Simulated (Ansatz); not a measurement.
Structures of equal composition on the (0001) surface of 4H silicon carbide (Si plane on top): (√3x√3)R30° Sn adatom at H3; (√3x√3)R30° Sn adatom at T4. The slabs share one bottom face, and each structure is named by its start. These are constructed structures in small cells; real faces may alloy, dewet or reconstruct in larger ones, and not all known structures of the face are among them. Slabs of about 10 Å with all that they carry, Fermi-Dirac smearing of 0.025 eV. Bottom of the slabs: H caps. Relaxed from the named starts with such symmetry as they have, on meshes of like density; energies extrapolated to zero smearing; no spin-orbit coupling, no U. Spin-polarised runs, if any, are marked in brackets, and their order is one that fits the cell; the others ran without spin. Where a second, spin-polarised start was run, the lower counts.

Host crystal: 4H silicon carbide, with a band gap (PBE, scalar-relativistic without spin-orbit coupling).

Level of theory: r2SCAN, at the PBE geometry (plane waves to 500 eV, PAW; Ansatz, an electronic-structure program).

**Question.** Order them by energy per 1x1 cell (lowest first) at the level r2SCAN, at the PBE geometry.

**Answer.** (√3x√3)R30° Sn adatom at T4 (0.000 eV [spin, 1.0 μB a cell], gap 0.56 eV on the mesh), (√3x√3)R30° Sn adatom at H3 (0.124 eV [spin, 1.0 μB a cell], gap 0.60 eV on the mesh)
